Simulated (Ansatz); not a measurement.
Consider C in the diamond structure (space group Fd-3m, No. 227; a = 3.554 Å).

Computed with Kohn–Sham DFT with the PBEsol functional, run in Ansatz (an electronic-structure program) with PAW and 420 eV plane waves, scalar-relativistic without spin-orbit coupling.

One change was made to it. Results:

The band gap increases by 0.010 eV, from 4.03 eV to 4.05 eV; the density grows by 0.02 g/cm³, from 3.55 g/cm³ to 3.57 g/cm³; the width of the top valence band increases by 0.04 eV to 8.55 eV; the gap character remains indirect, Γ → Γ–X (75 % along).

Question: Name the change that was made.
A. pressure 9 GPa
B. pressure 30 GPa
C. pressure 2.1 GPa

Answer: C, pressure 2.1 GPa. For comparison, the density in the other runs: pressure 9 GPa gives 3.62 g/cm³; pressure 30 GPa gives 3.77 g/cm³.

Load acts through the strain it causes; cell and atoms are relaxed under it. Whether these cells are dynamically stable was not tested. Competing high-pressure phases were not computed.
